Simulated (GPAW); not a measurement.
# What a tighter setting buys: ecut, SrAl2B2O7 (R32, 12 atoms in the cell)

Cell: a = 8.6123 Å, b = 8.6123 Å, c = 8.6123 Å, α = 33.35°, β = 33.35°, γ = 33.35°.

Method of the run: LDA (Perdew-Wang 92), GPAW PAW datasets LDA (gpaw-data 1.0.1) (plane waves; GPAW).

Base settings: mode = pw; ecut = 950 eV; xc = LDA; kpts = 3 3 3; mesh shift (steps) = 0 0 0; occupations.name = fermi-dirac; occupations.width = 0.01 eV; nbands = -8; convergence.bands = -6; symmetry.symmorphic = false.

Misses are taken against the tightest run, 1235 eV, which need not be fully converged itself. The energy is the free energy per atom.

The count of work is k-points × plane waves × bands × iterations; it is no time, and leaves out set-up, grids and terms that scale otherwise. Core times come from one kind of shared machine and are given to one figure; runs under 30 s give none.

The starting cell comes from a database of computed structures (which also holds hypothetical and non-ambient phases and stackings), without a prior relaxation at this level.

The runs (ecut): 380 eV | 475 eV | 570 eV | 665 eV | 760 eV | 855 eV | 950 eV | 1090 eV | 1235 eV.

Problem. Which is the coarsest setting among those run that, with all tighter ones, holds the energy within 20 meV/atom of the reference, and what does it save?

Solution. 665 eV, off by 18 meV/atom; it needs 0.38 of the reference's count of work and about 0.4 of the reference's time.

Problem. Which is the coarsest setting among those run that, with all tighter ones, holds the energy within 10 meV/atom of the reference, and what does it save?

Solution. 760 eV, off by 4.1 meV/atom; its saving against the reference is no more than about a factor of 2 in the count of work.

Problem. What does the step from 570 eV to 950 eV buy?

Solution. It takes the miss in the energy from 88 to 1.1 meV/atom, for 2.2 times the count of work and roughly 4 times the time.

```tsv
ecut	energy less reference (meV/atom)	largest difference in the force on any atom (eV/Å)	gap on the mesh less reference (eV)	count of work / reference	core time / reference (rough)
380 eV	1484.40	0.168	-0.156	0.17	0.2
475 eV	386.95	0.054	-0.029	0.26	0.3
570 eV	88.29	0.006	-0.004	0.31	0.3
665 eV	18.24	0.005	0.000	0.38	0.4
760 eV	4.05	0.001	0.001	0.46	0.4
855 eV	1.67	0.002	0.000	0.55	0.6
950 eV	1.12	0.001	0.001	0.70	1
1090 eV	0.49	0.000	-0.001	0.83	1
1235 eV	0.00	0.000	0.000	1.0	1
```
